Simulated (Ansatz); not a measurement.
Take Ti3Al (space group P6_3/mmc, No. 194; a = 5.7474 Å, c = 4.6319 Å) as the base.

Method: Ansatz (a quantum-chemistry and plane-wave program) r2SCAN, no spin-orbit coupling, earlier PAW set.

For the base:

* **Pressure**: 0.0 GPa
* **Band gap**: zero

It is then changed as follows: an isotropic linear strain of −0.82 %, atoms relaxed at fixed cell.

### Question
What does the calculation give for the energy relative to the base, pressure and band gap after the change?

### Answer
The energy rises by 3.9 meV/atom; the pressure (mean of the normal stresses, compression positive) goes from zero to 3.1 GPa; the band gap stays zero.

Stability against distortions was not tested. All final runs are without spin polarisation.
